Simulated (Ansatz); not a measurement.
System: AlB2-type ErB2. Method: r²SCAN in Ansatz (plane waves, PAW).

Numerical settings: plane-wave cutoff 560 eV, 18×18×14 k mesh (along the axes of the cell as run), Fermi–Dirac smearing 0.05 eV, spin-polarised with parallel moments, scalar-relativistic PAW data made under PBE.

Computed at the level's own relaxed cell.

Q: Predict the lattice parameter a, lattice parameter c and bulk modulus.

A: 
- lattice parameter a = 3.257 Å
- lattice parameter c = 3.790 Å
- bulk modulus = 172 GPa

Note: the magnetic order was assumed, not searched for or taken from measurement; the 4f shell is treated without U or exact exchange, so its levels and filling can be wrong; the bulk modulus is −V dP/dV from two relaxed cells at ±2 % in volume.

Spin–orbit coupling is not included; it can open a gap where bands touch, and shift volumes and moduli.

The computed numbers hold no vibrational or temperature effects.

It cost roughly 12 core-minutes of CPU time.

Ansatz is a quantum-chemistry and plane-wave program.
